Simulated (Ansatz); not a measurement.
A computed series for Ge: response to strain

Consider Ge in the diamond structure (space group Fd-3m, No. 227; a = 5.675 Å). Axes: x, y, z lie along the cube axes.

Strains are applied to the cell and any free atomic positions relax; under biaxial strain the out-of-plane vector relaxes too.

Calculations: r2SCAN/PAW in Ansatz (a quantum-chemistry and plane-wave program), without spin-orbit coupling.

Notes on the quantities. pressure: mean of the normal stresses, compression positive; energy relative to the base: free energy F.

| variant | pressure | energy relative to the base | volume per atom |
|---|---|---|---|
| base | 0.00 GPa | 0 meV/atom | 22.84 Å³ |
| biaxial strain +1.04 %, plane normal [001], relaxed out of plane | -0.92 GPa | +2.1 meV/atom | 23.15 Å³ |
| biaxial strain +1.53 %, plane normal [001], relaxed out of plane | -1.3 GPa | +4.4 meV/atom | 23.30 Å³ |
| biaxial strain +0.76 %, plane normal [110], relaxed out of plane | -0.86 GPa | +1.4 meV/atom | 23.13 Å³ |
| biaxial strain +3.67 %, plane normal [110], relaxed out of plane | -3.5 GPa | +30 meV/atom | 24.25 Å³ |
| biaxial strain −2.08 %, plane normal [111], relaxed out of plane | 2.72 GPa | +12 meV/atom | 22.06 Å³ |
| biaxial strain +1.59 %, plane normal [111], relaxed out of plane | -1.7 GPa | +6.1 meV/atom | 23.45 Å³ |
| isotropic strain −0.27 % | 0.59 GPa | +0.3 meV/atom | 22.66 Å³ |
| uniaxial strain ε_xx = +4.28 % | … | … | 23.82 Å³ |
| uniaxial strain ε_yy = −3.65 % | 2.88 GPa | +12 meV/atom | 22.01 Å³ |

Q: Complete the table.

A: 
- uniaxial strain ε_xx = +4.28 %, pressure: -2.6 GPa
- uniaxial strain ε_xx = +4.28 %, energy relative to the base: +16 meV/atom

A biaxial case was relaxed in a doubled cell and then solved in the primitive one. A case with no gap was solved on a k-mesh chosen for an insulator, which is coarse for it. No phonon test of stability was made.
